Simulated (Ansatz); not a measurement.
The parent structure is AlNi in the CsCl type structure (space group Pm-3m, No. 221; a = 2.863 Å; non-magnetic).

Structures relaxed with r2SCAN, PAW, 500 eV (Ansatz, an electronic-structure program; no spin-orbit coupling).

Base:

Simulated powder pattern, Cu Kα1, λ = 1.54056 Å (kinematic, ideal powder, no thermal factors, no anomalous dispersion; the 8 strongest lines at most, above 2 %, up to 2θ = 90°):

| 2θ (°) | I/Imax (%) | hkl |
|---|---|---|
| 31.21 | 24 | (100) |
| 44.73 | 100 | (110) |
| 55.55 | 5.6 | (111) |
| 65.10 | 15 | (200) |
| 73.97 | 6.4 | (210) |
| 82.45 | 30 | (211) |

Modification: a hydrostatic pressure of 3 GPa.

**Question.** Predict the new powder pattern.

**Answer.** 
Simulated powder pattern, Cu Kα1, λ = 1.54056 Å (kinematic, ideal powder, no thermal factors, no anomalous dispersion; the 8 strongest lines at most, above 2 %, up to 2θ = 90°):

```json
[
 {"2θ (°)": "31.39", "I/Imax (%)": "24", "hkl": "(100)"},
 {"2θ (°)": "44.98", "I/Imax (%)": "100", "hkl": "(110)"},
 {"2θ (°)": "55.88", "I/Imax (%)": "5.6", "hkl": "(111)"},
 {"2θ (°)": "65.50", "I/Imax (%)": "15", "hkl": "(200)"},
 {"2θ (°)": "74.44", "I/Imax (%)": "6.3", "hkl": "(210)"},
 {"2θ (°)": "83.00", "I/Imax (%)": "30", "hkl": "(211)"}
]
```

The indices refer to the base's conventional cell; one index is shown for lines that coincide.

Load acts through the strain it causes; cell and atoms are relaxed under it. Whether these cells are dynamically stable was not tested. Seeded moments were not kept for the base. All final runs are without spin polarisation.
